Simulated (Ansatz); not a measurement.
**A computed series for Ru: pressure series**

The reference is Ru in the hcp (Mg type) structure (space group P6_3/mmc, No. 194).

```yaml
crystal:
  lattice:
    - [2.69186, 0.00000, 0.00000]
    - [-1.34593, 2.33122, 0.00000]
    - [0.00000, 0.00000, 4.24562]
  atoms:
    - { symbol: Ru, position: [0.33333, 0.66667, 0.75000] }
    - { symbol: Ru, position: [0.66667, 0.33333, 0.25000] }
```

Cell and atoms are relaxed at each pressure.

The values are results of DFT with PBEsol, PAW potentials and a 420 eV plane-wave cutoff in Ansatz (a quantum-chemistry and plane-wave program), spin-orbit coupling left out, not measurements.

```tsv
change	shortest interatomic distance	density
base	2.631 Å	12.60 g/cm³
pressure −2 GPa	2.636 Å	12.52 g/cm³
pressure −1 GPa	2.633 Å	12.56 g/cm³
pressure 3 GPa	2.624 Å	___
pressure 7 GPa	2.615 Å	___
pressure 15 GPa	___	13.10 g/cm³
pressure 30 GPa	2.570 Å	13.55 g/cm³
pressure 50 GPa	2.539 Å	14.07 g/cm³
pressure 75 GPa	___	14.66 g/cm³
pressure 100 GPa	2.479 Å	15.17 g/cm³
```

Problem. What belongs in the blanks?

Solution. 
- pressure 3 GPa, density: 12.71 g/cm³
- pressure 7 GPa, density: 12.84 g/cm³
- pressure 15 GPa, shortest interatomic distance: 2.598 Å
- pressure 75 GPa, shortest interatomic distance: 2.507 Å

Load acts through the strain it causes; cell and atoms are relaxed under it. Stability against distortions was not tested. Competing high-pressure phases were not computed. All final runs are without spin polarisation.
